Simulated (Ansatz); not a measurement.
AlN (Fm-3m, No. 225, 2 atoms in the cell; start mp-1330; high-pressure phase) was calculated with LDA (Ansatz, a first-principles code, PAW).

Settings: plane-wave cutoff 520 eV, 14×14×14 k mesh, Fermi–Dirac smearing 0.01 eV, scalar-relativistic PAW data made under PBE.

Computed at the level's own relaxed cell.

```
CELL_PARAMETERS angstrom
      0.00000     2.00555     2.00555
      2.00555     0.00000     2.00555
      2.00555     2.00555     0.00000
ATOMIC_POSITIONS crystal
  Al 0.50000 0.50000 0.50000
  N  0.00000 0.00000 0.00000
```

List the 5 lowest band energies at Γ above −25 eV (eV, relative to the valence band maximum), grouping those that round alike.

At Γ: -17.62, 0.00 (×3), 6.10.

A start named mp-… is a Materials Project structure, which need not be a measured phase.
